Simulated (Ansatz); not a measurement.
Spinel MgCr2O4 was calculated with PBE0 (Ansatz, a program for electronic structure, plane waves, PAW).

Run with plane-wave cutoff 500 eV, 4×4×4 k mesh, gaussian smearing 0.02 eV, spin-polarised with parallel moments, scalar-relativistic PAW data made under PBE.

Cell (relaxed with PBEsol):

```cif
data_Cr16Mg8O32
_chemical_formula_sum 'Mg8 Cr16 O32'
_space_group_name_H-M_alt 'Fd-3m :1'
_space_group_IT_number 227
_space_group_name_Hall 'F 4d 2 3 -1d'
_cell_length_a 8.32825
_cell_length_b 8.32825
_cell_length_c 8.32825
_cell_angle_alpha 90.000
_cell_angle_beta 90.000
_cell_angle_gamma 90.000
loop_
_atom_site_label
_atom_site_type_symbol
_atom_site_symmetry_multiplicity
_atom_site_Wyckoff_symbol
_atom_site_fract_x
_atom_site_fract_y
_atom_site_fract_z
_atom_site_occupancy
Mg1 Mg 8 b 0.50000 0.50000 0.50000 1
Cr1 Cr 16 c 0.12500 0.12500 0.12500 1
O1 O 32 e 0.36293 0.36293 0.36293 1
```
(The calculation used a cell of 14 atoms; values per cell refer to that cell.)

Estimate the band gap that the calculation returns.


- band gap = 4.88 eV (on the SCF k mesh)

Note: the magnetic order was assumed, not searched for or taken from measurement; cell and atoms aren't relaxed at this level (pressure 1.0 GPa).

Static lattice: no zero-point or thermal effects.
